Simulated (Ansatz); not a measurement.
PBE against r2SCAN: TiO2, pressure 3 GPa

Base system: TiO2 in the anatase structure (space group I4_1/amd, No. 141; a = 3.799 Å, c = 9.701 Å).

(Cell as relaxed with PBE.)

Levels (all Ansatz, a program for electronic structure, PAW): PBE (420 eV, scalar-relativistic without spin-orbit coupling); r2SCAN (500 eV, no spin-orbit coupling).

Each level relaxes its own structure.

| base | PBE | r2SCAN |
|---|---|---|
| volume per atom | 11.67 Å³ | 11.40 Å³ |
| lattice parameter a | 3.799 Å | 3.778 Å |
| band gap | 2.13 eV | 2.53 eV |

The change: cell and atoms relaxed at a pressure of 3 GPa.

```csv
quantity,PBE,r2SCAN
gap character,"indirect, Γ–X (87 % along) → Γ",(withheld)
band gap,2.11 eV,(withheld)
smallest direct gap,2.45 eV,(withheld)
shortest interatomic distance,1.937 Å,(withheld)
```

Question: Given the PBE results, estimate those of r2SCAN.

Answer: 
- gap character, r2SCAN: indirect, Γ–X (87 % along) → Γ
- band gap, r2SCAN: 2.52 eV
- smallest direct gap, r2SCAN: 2.89 eV
- shortest interatomic distance, r2SCAN: 1.925 Å

PBE's band gap lies 0.404 eV below r2SCAN's; PBE's smallest direct gap lies 0.44 eV below r2SCAN's; PBE's shortest interatomic distance lies 0.012 Å above r2SCAN's (0.6 %); the two agree on the gap character. Neither level is exact; r2SCAN is the comparison here, not a measurement.

Load acts through the strain it causes; cell and atoms are relaxed under it. Whether these cells are dynamically stable was not tested. All final runs are without spin polarisation.
